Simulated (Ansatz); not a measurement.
# InP: pressure 9 GPa

Consider InP in the zinc blende structure (space group F-43m, No. 216; a = 5.9595 Å).

It is then changed as follows: cell and atoms relaxed at a pressure of 9 GPa.

Calculations: PBE/PAW in Ansatz (a quantum-chemistry and plane-wave program), no SOC. k-mesh 10×10×10 (Γ-centred); smearing 0.05 eV (Fermi–Dirac).

The lattice parameter a drops by 0.2252 Å (5.960 Å → 5.734 Å) and the shortest interatomic distance drops by 0.098 Å to 2.483 Å. The enthalpy H = E + PV relative to the base's energy is +1.40 eV/atom and the band gap goes up by 0.63 eV to 1.07 eV. The gap character is still direct at Γ and the width of the top valence band increases by 0.53 eV, from 2.69 eV to 3.22 eV. The electron mass changes from 0.037 mₑ (at Γ) to 0.080 mₑ (at Γ) and the hole mass (degenerate bands, along [100]) changes from 0.037, 0.46, 0.46 mₑ (at Γ) to 0.080, 0.40, 0.40 mₑ (at Γ). The valley order (the lowest conduction-band minima on the path, energy above the VBM, named in the base's zone) changes from Γ 0.44 eV; L along ⟨111⟩ 1.38 eV; X along ⟨100⟩ 1.85 eV to Γ 1.07 eV; X along ⟨100⟩ 1.65 eV; L along ⟨111⟩ 1.66 eV.

Cost of the whole job for the changed cell (relaxation, final SCF and bands): roughly 20 core-seconds.

Load acts through the strain it causes; cell and atoms are relaxed under it. Masses are band curvatures over ±0.01 Å⁻¹ around the edge. No phonon test of stability was made. Tetrahedral semiconductors of this kind turn to denser phases somewhere between about 1 and 50 GPa; those were not computed, so compressed cells here can lie past the real transition.
